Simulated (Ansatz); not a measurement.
Partial pair distribution functions of a relaxed model of amorphous Bi8In16O36, broadened by 0.06 Å; density 7.29 g/cm³. Level of theory: PBE, scalar-relativistic without spin-orbit coupling (plane waves to 420 eV, PAW; Ansatz, an electronic-structure program).

A CHGNet melt-quench gave the starting glass, which DFT then relaxed. O atoms were pushed apart under 1.9 Å during the dynamics, to hinder bonds among them. The hot cell started wider than the set density and was brought back towards it in steps. It is the lowest in DFT energy of 2 quenches. It is a model cell: composition and starting density were chosen by hand, and all elements were melted together. No dispersion term was used. Its density started from a set value of 7.61 and ended at 7.29 g/cm³. The quench (nominally 230 K/ps over its main leg) was far faster than any real one, so the model tends to hold more defects than a real film. A cell of this size samples the disorder only roughly. The volume was free in the relaxation, at fixed shape. Stress components on the final sampling reach 1.1 GPa.

```
r (Å)  g In-O  g Bi-O  g Bi-Bi  g In-In
-----  ------  ------  -------  -------
1.85     0.01    0.00     0.00     0.00
1.95     0.44    0.06     0.00     0.00
2.05     4.13    1.09     0.00     0.00
2.15     9.39    3.69     0.00     0.00
2.25     5.71    4.51     0.00     0.00
2.35     2.02    2.86     0.00     0.00
2.45     0.76    1.98     0.00     0.00
2.55     0.28    1.79     0.00     0.00
2.65     0.10    1.35     0.00     0.00
2.75     0.25    0.59     0.00     0.00
2.85     0.35    1.05     0.00     0.00
2.95     0.14    1.58     0.00     0.00
3.05     0.05    0.33     0.00     0.26
3.15     0.18    0.01     0.00     1.82
3.25     0.15    0.12     0.00     2.19
3.35     0.09    0.34     0.00     2.19
3.45     0.35    0.46     0.02     2.56
3.55     0.50    0.34     0.97     2.51
3.65     0.54    0.53     5.28     3.07
3.75     0.77    0.62     5.10     2.59
3.85     1.11    0.71     1.12     2.20
3.95     1.11    0.73     2.04     2.11
4.05     1.23    0.77     1.33     1.70
4.15     1.09    1.24     1.05     0.93
4.25     1.04    1.38     1.58     0.67
4.35     1.08    1.24     0.65     0.25
4.45     1.22    0.95     0.82     0.11
4.55     1.40    0.78     0.76     0.17
4.65     1.22    0.89     0.38     0.08
4.75     1.42    1.26     0.01     0.06
4.85     1.52    1.41     0.10     0.36
```

Within 2.62 Å each In has 5.31 O neighbours on average.
